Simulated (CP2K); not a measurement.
A self-consistent single point of MnSnF6 (R-3, 8 atoms in the cell) with CP2K.

Level of theory: LDA (Pade form), GPW, DZVP-MOLOPT-SR-GTH basis, GTH-PADE potentials (GTH_POTENTIALS) (CP2K 2026.2).

```
MnSnF6
1.0
    5.77175     0.00000     0.00000
    3.25334     4.76747     0.00000
    3.25334     1.71857     4.44695
Mn Sn F
1 1 6
Direct
  0.50000   0.50000   0.50000
  0.00000   0.00000   0.00000
  0.11575   0.75862   0.36815
  0.88425   0.24138   0.63185
  0.36815   0.11575   0.75862
  0.63185   0.88425   0.24138
  0.75862   0.36815   0.11575
  0.24138   0.63185   0.88425
```
Moments meant for the start (each program seeds them in its own way; μB, in the order of the atoms Mn Sn F F F F F F): 4.0 0.0 0.0 0.0 0.0 0.0 0.0 0.0.

Reference input (self-consistent single point, DFT PBEsol, GPW, DZVP-MOLOPT-SR-GTH basis, GTH-PBE potentials (GTH_POTENTIALS)): UKS = T; CUTOFF = 600 Ry; REL_CUTOFF = 40 Ry; SMEAR/METHOD = FERMI_DIRAC; ELECTRONIC_TEMPERATURE = 116.05 K; KPOINTS/SCHEME = MONKHORST-PACK 3 3 3; XC_FUNCTIONAL = PBE:PBESOL; Mn/BASIS_SET = DZVP-MOLOPT-SR-GTH-q15; Mn/POTENTIAL = GTH-PBE-q15; Sn/BASIS_SET = DZVP-MOLOPT-SR-GTH-q4; Sn/POTENTIAL = GTH-PBE-q4; F/BASIS_SET = DZVP-MOLOPT-SR-GTH-q7. This run's input differs from it in these lines:

```diff
@@ -45,6 +45,3 @@
     &XC
-      &XC_FUNCTIONAL
-        &PBE
-          PARAMETRIZATION PBESOL
-        &END PBE
+      &XC_FUNCTIONAL PADE
       &END XC_FUNCTIONAL
@@ -86,3 +83,3 @@
       BASIS_SET DZVP-MOLOPT-SR-GTH-q15
-      POTENTIAL GTH-PBE-q15
+      POTENTIAL GTH-PADE-q15
       MAGNETIZATION 4
@@ -91,3 +88,3 @@
       BASIS_SET DZVP-MOLOPT-SR-GTH-q4
-      POTENTIAL GTH-PBE-q4
+      POTENTIAL GTH-PADE-q4
     &END KIND
@@ -95,3 +92,3 @@
       BASIS_SET DZVP-MOLOPT-SR-GTH-q7
-      POTENTIAL GTH-PBE-q7
+      POTENTIAL GTH-PADE-q7
     &END KIND
```

Log, with long lists cut:

```
 SCF WAVEFUNCTION OPTIMIZATION

  Step     Update method      Time    Convergence         Total energy    Change
     1 NoMix/Diag. 0.30E+00      -     0.95845371      -252.7733366056 -2.53E+02
     2 Broy./Diag. 0.30E+00      -     0.05323287      -247.5922421067  5.18E+00
     3 Broy./Diag. 0.30E+00      -     0.05358027      -251.6480581127 -4.06E+00
     4 Broy./Diag. 0.30E+00      -     0.01874391      -253.6015333349 -1.95E+00
     5 Broy./Diag. 0.30E+00      -     0.03049388      -253.0543385046  5.47E-01
     6 Broy./Diag. 0.30E+00      -     0.00389754      -253.1598608063 -1.06E-01
   [... 11 lines left out ...]
    18 Broy./Diag. 0.30E+00      -     0.00000098      -253.0586264757  2.74E-06
    19 Broy./Diag. 0.30E+00      -     0.00000052      -253.0586259376  5.38E-07
    20 Broy./Diag. 0.30E+00      -     0.00000028      -253.0586371342 -1.12E-05
    21 Broy./Diag. 0.30E+00      -     0.00000008      -253.0586362329  9.01E-07
  *** SCF run converged in    21 steps ***

  Overlap energy of the core charge distribution:               0.00000011040267
  Self energy of the core charge distribution:               -560.88078522763328
  Core Hamiltonian energy:                                    157.29757677129416
  Hartree energy:                                             190.43333770579460
  Exchange-correlation energy:                                -39.90876559274782
  Electronic entropic energy:                                  -0.00000000000000
  Fermi energy:                                                 0.06891409024648

  Total energy:                                              -253.05863623288965
  Total energy (extrapolated to T->0):                       -253.05863623288965

   [... lines left out ...]

 STRESS| Analytical stress tensor [bar]
 STRESS|                        x                   y                   z
 STRESS|      x       -9.88877299706E+04  -1.16924192663E+03  -8.01676385391E+02
 STRESS|      y       -1.16924192663E+03  -9.72918750977E+04  -4.23437966216E+02
 STRESS|      z       -8.01676385391E+02  -4.23437966216E+02  -9.69646881500E+04
 STRESS| 1/3 Trace                                            -9.77147644061E+04
```

The run converged in 21 iterations. Against the reference run the pressure goes from -3.19 to -9.77 GPa, the largest force goes from 0.338 to 0.568 eV/Å, the gap on the mesh goes from 1.038 to 0.921 eV and the size of the net moment stays at 0.62 μB/atom.

The starting cell comes from a database of computed structures (which also holds hypothetical and non-ambient phases and stackings), without a prior relaxation at this level. Its lattice was rescaled by a random factor within 2.5 % of one. With one magnetic atom in the cell only a parallel order is possible. Values carry the incompleteness of an atom-centred basis. With a pressure of about -10 GPa the cell is away from its equilibrium volume at this level.

Cost on one core of a shared machine: roughly 2 min.
